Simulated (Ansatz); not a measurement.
GeF2 (model structure, started from the rutile type, P4₂/mnm, No. 136, 6 atoms in the cell)

Calculation: G0W0@PBEsol (hard PAW, contour deformation, complete-basis limit; Ansatz, a quantum-chemistry and plane-wave program).

Settings: largest k mesh 4×4×6 (not extrapolated in the mesh).

Cell (relaxed with PBEsol):

```cif
data_F4Ge2
_chemical_formula_sum 'Ge2 F4'
_space_group_name_H-M_alt 'P42/mnm'
_space_group_IT_number 136
_space_group_name_Hall '-P 4n 2n'
_cell_length_a 5.16501
_cell_length_b 5.16501
_cell_length_c 3.49255
_cell_angle_alpha 90.000
_cell_angle_beta 90.000
_cell_angle_gamma 90.000
loop_
_atom_site_label
_atom_site_type_symbol
_atom_site_symmetry_multiplicity
_atom_site_Wyckoff_symbol
_atom_site_fract_x
_atom_site_fract_y
_atom_site_fract_z
_atom_site_occupancy
Ge1 Ge 2 a 0.00000 0.00000 0.00000 1
F1 F 4 f 0.30246 0.30246 0.00000 1
```

| Quantity | Value |
|---|---|
| band gap | 4.72 eV (indirect) |

Note: filled d or f shells below the valence bands can shift G0W0 gaps through exchange with them, which wasn't tested here; the correction to the complete basis was taken at k points off the band edges; the relaxation could raise the start's symmetry but not lower it, so the cell can be a saddle point; the gap holds a correction of +0.43 eV to the complete basis, taken at k points off the band edges.

Spin–orbit coupling is not included.

A model structure was made by putting elements into a prototype or built by hand; it is no filed structure, need not be a known phase, and can be a saddle point held by its symmetry.
